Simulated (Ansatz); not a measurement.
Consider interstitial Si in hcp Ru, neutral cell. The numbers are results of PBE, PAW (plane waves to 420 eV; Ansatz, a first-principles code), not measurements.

36-site cell at the relaxed PBE lattice, a 2×2×2 k-point mesh shifted by half a step along c, smearing 0.10 eV, spin-restricted, no finite-size correction. No zero-point or tunnelling terms. Sites that were not tried may lie lower.

Barriers: single points on a 4×4×4 k-point mesh shifted by half a step along c at the bands' geometries (they differ from the bands' own by up to 0.20 eV, and are uncertain by about as much).

A. a direct jump of one Si atom; the atom moves 2.14 Å along (0.00, 0.00, 0.50) of the unit cell; the moving atom starts with neighbours 6 Ru at 2.17 Å and ends with 6 Ru at 2.17 Å; saddle order not checked, on a symmetry element.
B. a concerted move, in which Si travels most; the atom moves 2.71 Å along (-1.00, 0.00, 0.00) of the unit cell; the moving atom starts with neighbours 6 Ru at 2.17 Å and ends with 6 Ru at 2.17 Å; saddle order not checked, on a symmetry element.

A band can be held on a symmetry element, so unchecked saddle points there may be too high.

Question: Put the candidates in order of forward barrier, lowest first, for PBE, PAW.

Answer: B (0.88 eV), A (1.35 eV)
